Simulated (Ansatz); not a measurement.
Take BN in the zinc blende structure (space group F-43m, No. 216; a = 3.610 Å) as the base.

Levels (all Ansatz, a program for electronic structure, PAW): r2SCAN (500 eV, without spin-orbit coupling); HSE06 (420 eV, scalar-relativistic without spin-orbit coupling).

Levels that relaxed their own cell: r2SCAN.

| level | band gap | lattice parameter a |
|---|---|---|
| r2SCAN | 5.00 eV | 3.610 Å |
| HSE06 | 5.79 eV | – |

**Question.** What does experiment give, and how far off is each level?

**Answer.** Measured: band gap 6.2 eV (room temperature; as listed in arXiv:1206.3780); lattice parameter a 3.593 Å (static lattice; corrected from measurement; as listed in Tamar Goldzak et al., The Journal of Chemical Physics (2022)). Computed minus measured — band gap: r2SCAN -1.20 eV, HSE06 -0.41 eV (closest: HSE06); lattice parameter a: r2SCAN +0.5 %. Measured values not marked as corrected hold thermal and zero-point effects that the static-lattice runs lack. A measured gap can be an optical one, lowered by exciton binding.

Single points use the geometry relaxed with r2SCAN. The hybrid gap comes from the SCF mesh plus the semilocal run's edge points and a few special points and is an upper bound. Stability against distortions was not tested.
